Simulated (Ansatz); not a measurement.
Short convergence ladders for LaPt (Cm, 4 atoms in the cell)

```
LaPt
1.0
    2.00247    -5.61083     0.00000
    2.00247     5.61083     0.00000
    0.00000     0.00000     4.56904
La Pt
2 2
Cartesian
  2.00247  -4.08895   3.47678
  2.00247   4.08895   1.14226
  2.00247  -1.02342   3.42678
  2.00247   1.02342   1.14226
```

Base method: LDA (PW92), default PAW files made with PBE (plane waves; Ansatz, a program for electronic structure).

Base settings: basis.ecutwfc = 30.9 Ry; kpoints.mp_grid.grid = 5 5 3; hamiltonian.xc = lda; hamiltonian.pseudopotentials = {kind: paw} (the program's default PAW files); scf.occupations.method = gaussian; scf.occupations.width = 0.0073 Ry.

The count of work is k-points × plane waves × bands × iterations; it is no time. 

**The cutoff for other potential files**

Level: DFT, LDA (PW92), plane waves, harder PAW files (source: ansatz) made with PBE.

In this ladder: hamiltonian.pseudopotentials = {kind: paw, source: ansatz}.

The second cell is the first with its lattice scaled by 0.98.

The mesh stays at the base's, so the ladder's end is converged at best in this setting alone.

The first pressure column holds Ansatz's estimate of the finite-basis (Pulay) stress, which hides part of the cutoff error; the other is without it.

Only quantities that move along the ladder and can be compared are tabulated.

| basis.ecutwfc | free energy less the last step's (meV/atom) | energy of the compressed cell less the first (meV/atom) | pressure (GPa) | pressure without the Pulay estimate (GPa) | largest difference of a force vector from the last step's (eV/Å) | count of work / last |
|---|---|---|---|---|---|---|
| 19.8 Ry | 4786.89 | -71.88 | -9.61 | -138.62 | 0.152 | 0.072 |
| 24.3 Ry | 966.58 | -29.09 | -6.05 | -42.98 | 0.063 | 0.13 |
| 30.9 Ry | 69.47 | -39.52 | -6.65 | -10.56 | 0.004 | 0.21 |
| 37.5 Ry | 4.11 | -39.27 | -6.61 | -6.81 | 0.000 | 0.28 |
| 44.1 Ry | 1.90 | -39.27 | -6.61 | -6.62 | 0.000 | 0.35 |
| 52.9 Ry | 1.41 | -39.27 | -6.61 | -6.62 | 0.000 | 0.46 |
| 66.1 Ry | 0.67 | -39.27 | -6.61 | -6.62 | 0.000 | 0.65 |
| 88.2 Ry | 0.00 | -39.27 | -6.61 | -6.61 | 0.000 | 1.0 |

Coarsest basis.ecutwfc that holds the pressure without the Pulay estimate within 1 GPa of the last step, with all finer ones: 37.5 Ry, at 0.28 of the last step's count of work; the step before is off by 4.0 GPa.

Coarsest basis.ecutwfc that holds the forces within 0.02 eV/Å of the last step, with all finer ones: 30.9 Ry, at 0.21 of the last step's count of work; the step before is off by 0.063 eV/Å.

Coarsest basis.ecutwfc that holds the pressure within 0.5 GPa of the last step, with all finer ones: 30.9 Ry, at 0.21 of the last step's count of work; the step before is off by 0.56 GPa.

The energy difference between the two cells stays within 1 meV/atom of the last step's from 30.9 Ry on, the total only from 66.1 Ry on: much of the error is common to both cells and cancels.

At the lowest cutoff the pressure without the Pulay estimate lies 132 GPa under the last step's, the usual sign of Pulay stress in an incomplete plane-wave basis.

**The relaxed cell against the cutoff**

On LaPt (Cmcm, 4 atoms in the cell): atoms on their sites.

In this ladder: relax = cell and atoms.

The mesh stays at the base's, so the ladder's end is converged at best in this setting alone.

Only quantities that move along the ladder and can be compared are tabulated.

| basis.ecutwfc | relaxed volume (Å³/atom) | relaxation steps |
|---|---|---|
| 15.4 Ry | 24.279 | 112 |
| 18.4 Ry | 23.648 | 49 |
| 21.7 Ry | 23.744 | 21 |
| 26.1 Ry | 23.760 | 10 |
| 30.9 Ry | 23.758 | 8 |
| 37.1 Ry | 23.759 | 8 |
| 46.3 Ry | 23.758 | 8 |
| 61.7 Ry | 23.758 | 8 |

Coarsest basis.ecutwfc that holds the relaxed volume within 0.024 Å³/atom of the last step, with all finer ones: 21.7 Ry; the step before is off by 0.11 Å³/atom.

At the lowest cutoff the cell relaxes to a volume 2.2 % larger than at the highest. Ansatz relaxes on a stress corrected for the finite basis.

On the base run: the starting cell comes from a database of computed structures (which also holds hypothetical and non-ambient phases and stackings), without a prior relaxation at this level. Its lattice was rescaled by up to half a per cent. One atom was moved a little off its site on purpose. Spin polarisation is off. Without a gap this mesh is coarse (it stands for a supercell whose shortest vector is 14 Å).

Keys are those of Ansatz 0.2.
